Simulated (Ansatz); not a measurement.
Here is the system:

```yaml
crystal:
  lattice:
    - [0.00000, 2.77262, 2.65806]
    - [2.65806, 0.00000, 2.65806]
    - [2.65806, 2.77262, 0.00000]
  atoms:
    - { symbol: Ga, position: [0.00000, 0.00000, 0.00000] }
    - { symbol: As, position: [0.50000, 0.50000, 0.50000] }
```

No spin polarisation.

The values are results of DFT with PBE-D3(BJ), PAW potentials and a 420 eV plane-wave cutoff in Ansatz (a quantum-chemistry and plane-wave program), no spin-orbit coupling, not measurements. Γ-centred 19×19×19 mesh, Fermi–Dirac width 0.1 eV.

### Question
Predict the stress and band gap.

### Answer
- Stress (xx, yy, zz, yz, xz, xy; compression positive): (-1.5, -5.3, -1.5, 0.0, 0.0, 0.0) GPa
- Band gap: zero

The cells carry an imposed strain or load. Whether these cells are dynamically stable was not tested. The final runs are not spin-polarised. The cell was made from GaAs in the rock salt structure (space group Fm-3m, No. 225; a hypothetical phase, not in the database extracts checked) by this change: uniaxial strain ε_yy = +4.31 %.
